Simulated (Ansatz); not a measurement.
The starting structures come from a database of crystals and need not be the phases stable at ambient conditions.

 Where the default PAW files enter, the runs use the earlier of Ansatz's two default sets.

Consider the following.

```xyz
4
Lattice="5.3038 0.0000 0.0000 2.6519 5.4715 0.0000 2.6519 0.0000 2.6519" Properties=species:S:1:pos:R:3 pbc="T T T"
Hg     5.3038     1.2746     0.0000
Hg     2.6519     4.1969     0.0000
F      5.3038     3.4296     0.0000
F      2.6519     2.0420     0.0000
```

Space group of this cell: I4/mmm. The cell was relaxed by PBE-D3(BJ); by r2SCAN its mean pressure is -1.8 GPa.

Transport runs along the normal of the first two printed cell vectors, the (110) plane of the conventional cell.

The gap is the functional's own. No spin-orbit coupling. Mid-gap values are interpolated on the energy grid.

**Question.** Give the band gap and the smallest decay constant κ at mid-gap that r2SCAN (Ansatz, a quantum-chemistry and plane-wave program) yields.

**Answer.** Gap 1.98 eV on a 12×12×12 mesh; κ = 0.354 1/Å, at (-0.333, 0.333) of the in-plane reciprocal vectors. At the zone centre, at the nearest computed energy, the slowest state has κ = 0.61 1/Å.
